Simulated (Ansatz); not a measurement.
Cost and result by functional for the adsorption energy of O on the 1x1 (110) surface of 3C silicon carbide (cut with top plane C + Si), one in a 2x2 cell, started at the site 'over Si at depth 1.5 Å', in Ansatz (plane waves, PAW). Single points on the PBE structure, on one kind of machine; costs are rough ratios of the slab run's core time (references not counted) to the cheapest single point. r2SCAN's cost holds its higher cutoff (500 against 420 eV). Differences are taken against r2SCAN for comparison alone: no measured value is at hand, so the table doesn't rank accuracy.

Host crystal: 3C silicon carbide, with a band gap (PBE, scalar-relativistic without spin-orbit coupling).

Model: 49-atom slab, 7.7 Å thick at the start under the adsorbate (thin: gaps and levels are the slab's own), 3x3x1 mesh, Fermi-Dirac 0.01 eV, dipole correction, 24 atoms held, the rest relaxed; symmetry of the start imposed; spin-polarised, no spin-orbit, no U, no dispersion correction. The starting moment vanished. At the end it is bonded to C. In PBE it is, or lies within 0.03 eV of, the lowest of the starts that converged. These notes are the PBE run's. RPBE: The program's check for a lower electronic state was not made. r2SCAN: The program's check for a lower electronic state was not made. Adsorption energies are against ½ O2(g). A negative adsorption energy means that the adsorbate is more stable on the surface than in its reference.

```
functional                     relative cost  adsorption energy (eV)  less r2SCAN (eV)
-----------------------------  -------------  ----------------------  ----------------
RPBE                                       1                   -1.65              0.06
r2SCAN                                     2                   -1.71              0.00
PBE (the relaxed run's value)              –                   -1.86             -0.14
```

The values span 0.20 eV, while the single points' costs differ by a factor of roughly 2. Differences are of unrounded values.

Ansatz is a program for electronic structure.
